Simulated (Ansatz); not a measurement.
# BAs, response to strain

Consider BAs in the zinc blende structure (space group F-43m, No. 216; a = 4.7679 Å). Axes: x, y, z lie along the cube axes.

Strains are applied to the cell and any free atomic positions relax.

The values are results of Ansatz (a first-principles code), PBEsol, PAW, cutoff 420 eV, without spin-orbit coupling, not measurements.

Notes on the quantities. energy relative to the base: free energy F.

```tsv
variant	gap character	energy relative to the base	volume per atom
base	–	0 meV/atom	13.55 Å³
uniaxial strain ε_zz = −3.00 %	indirect, Γ → Γ–M (78 % along)	?	13.14 Å³
uniaxial strain ε_zz = −2.50 %	indirect, Γ → Γ–M (78 % along)	+7.5 meV/atom	13.21 Å³
uniaxial strain ε_zz = −2.00 %	indirect, Γ → Γ–M (78 % along)	?	13.28 Å³
uniaxial strain ε_zz = −1.00 %	indirect, Γ → Γ–M (78 % along)	+1.2 meV/atom	13.41 Å³
uniaxial strain ε_zz = −0.50 %	indirect, Γ → Γ–M (82 % along)	+0.3 meV/atom	13.48 Å³
uniaxial strain ε_zz = +1.00 %	indirect, Γ → Γ–X (82 % along)	+1.2 meV/atom	13.68 Å³
uniaxial strain ε_zz = +1.50 %	indirect, Γ → Γ–X (82 % along)	?	13.75 Å³
uniaxial strain ε_zz = +2.00 %	indirect, Γ → Γ–X (82 % along)	?	13.82 Å³
uniaxial strain ε_zz = +2.50 %	indirect, Γ → Γ–X (82 % along)	+7.2 meV/atom	13.89 Å³
```

### Question
Some entries are withheld; estimate them.

### Answer

- uniaxial strain ε_zz = −3.00 %, energy relative to the base: +11 meV/atom
- uniaxial strain ε_zz = −2.00 %, energy relative to the base: +4.8 meV/atom
- uniaxial strain ε_zz = +1.50 %, energy relative to the base: +2.6 meV/atom
- uniaxial strain ε_zz = +2.00 %, energy relative to the base: +4.6 meV/atom

Gaps are read on the SCF mesh and a high-symmetry path. Whether these cells are dynamically stable was not tested. Labels are those of the standard path for the cell's own space group.
